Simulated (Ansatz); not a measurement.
## Several settings converged on H₄BrN (P-43m, 6 atoms in the cell)

```yaml
crystal:
  lattice:
    - [4.01210, 0.00000, 0.00000]
    - [0.00000, 4.01210, 0.00000]
    - [0.00000, 0.00000, 4.01210]
  atoms:
    - { symbol: H, position: [0.14921, 0.14921, 0.85079] }
    - { symbol: H, position: [0.14921, 0.85079, 0.14921] }
    - { symbol: H, position: [0.85079, 0.85079, 0.85079] }
    - { symbol: H, position: [0.85079, 0.14921, 0.14921] }
    - { symbol: Br, position: [0.50000, 0.50000, 0.50000] }
    - { symbol: N, position: [0.00000, 0.00000, 0.00000] }
```

Base method: LDA (PW92), default PAW files made with PBE (plane waves; Ansatz, a quantum-chemistry and plane-wave program).

Base settings: basis.ecutwfc = 420 eV; kpoints.mp_grid.grid = 6 6 6; hamiltonian.xc = lda; hamiltonian.pseudopotentials = {kind: paw} (the program's default PAW files); scf.occupations.method = fixed.

The count of work is k-points × plane waves × bands × iterations; it is no time. Core times come from one kind of shared machine, to one figure; runs under 30 s give none.

**Zone-centre phonons against the cutoff**

In this ladder: phonons.method = dfpt; phonons.dielectric = true; phonons.rigid_motions = translations.

The mesh stays at the base's, so the ladder's end is converged at best in this setting alone.

Frequencies are those of the unrelaxed cell, without the LO-TO term of polar crystals.

Only quantities that move along the ladder and can be compared are tabulated.

ε∞ and Born charges come from denser meshes that the program picks itself.

| basis.ecutwfc | highest zone-centre frequency (cm⁻¹) | lowest optical frequency (cm⁻¹) | largest Born charge (mean of the diagonal) (e) |
|---|---|---|---|
| 210 eV | 2998.5 | 123.1 | 1.253 |
| 250 eV | 3050.5 | 149.2 | 1.251 |
| 295 eV | 3136.1 | 141.3 | 1.240 |
| 355 eV | 3188.1 | 139.5 | 1.240 |
| 420 eV | 3200.0 | 140.1 | 1.240 |
| 505 eV | 3200.5 | 140.3 | 1.240 |
| 630 eV | 3198.9 | 140.2 | 1.240 |

Coarsest basis.ecutwfc that holds the lowest optical frequency within 5 cm⁻¹ of the last step, with all finer ones: 295 eV; the step before is off by 9.0 cm⁻¹.

Coarsest basis.ecutwfc that holds the highest zone-centre frequency within 10 cm⁻¹ of the last step, with all finer ones: 420 eV; the step before is off by 11 cm⁻¹.

Coarsest basis.ecutwfc that holds the largest Born charge (mean of the diagonal) within 0.01 e of the last step, with all finer ones: 295 eV; the step before is off by 0.011 e.

**The dielectric constant against the mesh**

In this ladder: dielectric = true; dielectric.field_mesh = kpoints.

Only quantities that move along the ladder and can be compared are tabulated.

```csv
kpoints.mp_grid.grid,largest Born charge (mean of the diagonal) (e),mean ε∞,core time / last (rough)
2 2 2,1.259,2.998,–
3 3 3,1.241,3.107,–
4 4 4,1.242,3.153,–
5 5 5,1.242,3.168,–
6 6 6,1.242,3.173,–
8 8 8,1.242,3.176,0.3
10 10 10,1.242,3.176,0.5
12 12 12,1.242,3.176,0.9
15 15 15,1.242,3.176,1
```

Coarsest kpoints.mp_grid.grid that holds the largest Born charge (mean of the diagonal) within 0.01 e of the last step, with all finer ones: 3 3 3; the step before is off by 0.017 e.

Coarsest kpoints.mp_grid.grid that holds the mean ε∞ within 0.1 of the last step, with all finer ones: 3 3 3; the step before is off by 0.18.

**The size of the supercell around a displaced atom**

On H4BrN (P-43m, 6 atoms in the cell), and larger cells.

In this ladder: scf.occupations.method = fermi_dirac; scf.occupations.width = 0.05 eV.

Steps: 1 x 1 x 1 supercell, one H atom moved by 0.02 angstrom along z; 2 x 1 x 1 supercell, one H atom moved by 0.02 angstrom along z; and so on, with the mesh thinned in proportion.

Only quantities that move along the ladder and can be compared are tabulated.

```tsv
atoms	largest change of a force by the displacement (eV/Å)	count of work / last	core time / last (rough)
6	0.4014	0.034	–
12	0.4026	0.11	–
24	0.4028	0.19	–
48	0.4042	0.44	0.3
72	0.4041	0.74	1
108	0.4042	1.0	1
```

Smallest size that holds the largest change of a force by the displacement within 0.002 eV/Å of the last step, with all finer ones: 12, at 0.11 of the last step's count of work; the step before is off by 0.0028 eV/Å.

On the base run: the starting cell comes from a database of computed structures (which also holds hypothetical and non-ambient phases and stackings), without a prior relaxation at this level. Its lattice was rescaled by up to half a per cent.

Keys are those of Ansatz 0.2.
